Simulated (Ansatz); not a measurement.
## Hypothetical rock salt GaAs, response to strain

Start from GaAs in the rock salt structure (space group Fm-3m, No. 225; a = 5.3297 Å; a hypothetical phase, not in the database extracts checked). Axes: x, y, z lie along the cube axes.

Strains are applied to the cell and any free atomic positions relax; under biaxial strain the out-of-plane vector relaxes too.

Method: Ansatz (a first-principles code), r2SCAN, PAW, cutoff 500 eV, without spin-orbit coupling.

Notes on the quantities. energy relative to the base: free energy F; pressure: mean of the normal stresses, compression positive.

```json
[
 {"change": "base", "energy relative to the base": "0 meV/atom", "pressure": "0.0 GPa", "volume per atom": "18.92 Å³"},
 {"change": "biaxial strain −4.94 %, plane normal [001], relaxed out of plane", "energy relative to the base": "+58 meV/atom", "pressure": "7.5 GPa", "volume per atom": "17.74 Å³"},
 {"change": "biaxial strain −3.51 %, plane normal [111], relaxed out of plane", "energy relative to the base": "+15 meV/atom", "pressure": "2.8 GPa", "volume per atom": "18.33 Å³"},
 {"change": "biaxial strain +1.56 %, plane normal [111], relaxed out of plane", "energy relative to the base": "+2.1 meV/atom", "pressure": "-0.9 GPa", "volume per atom": "19.13 Å³"},
 {"change": "isotropic strain +1.16 %", "energy relative to the base": "+5.6 meV/atom", "pressure": "-2.6 GPa", "volume per atom": "19.59 Å³"},
 {"change": "isotropic strain +1.59 %", "energy relative to the base": "+10 meV/atom", "pressure": "-3.5 GPa", "volume per atom": "19.84 Å³"},
 {"change": "uniaxial strain ε_xx = +1.10 %", "energy relative to the base": "+1.0 meV/atom", "pressure": "-0.9 GPa", "volume per atom": "19.13 Å³"},
 {"change": "uniaxial strain ε_yy = −4.49 %", "energy relative to the base": "+22 meV/atom", "pressure": "4.5 GPa", "volume per atom": "18.07 Å³"},
 {"change": "tensor shear ε_xz = +3.69 %", "energy relative to the base": "…", "pressure": "0.1 GPa", "volume per atom": "18.90 Å³"},
 {"change": "tensor shear ε_xy = −0.32 %", "energy relative to the base": "0.0 meV/atom", "pressure": "0.0 GPa", "volume per atom": "18.92 Å³"}
]
```

Question: Complete the table.

Answer: 
- tensor shear ε_xz = +3.69 %, energy relative to the base: +5.8 meV/atom

Without a gap, meshes like the base's 15×15×15 leave anisotropic stresses uncertain by several tenths of a GPa, and small strain energies with them. No phonon test of stability was made. All final runs are without spin polarisation.
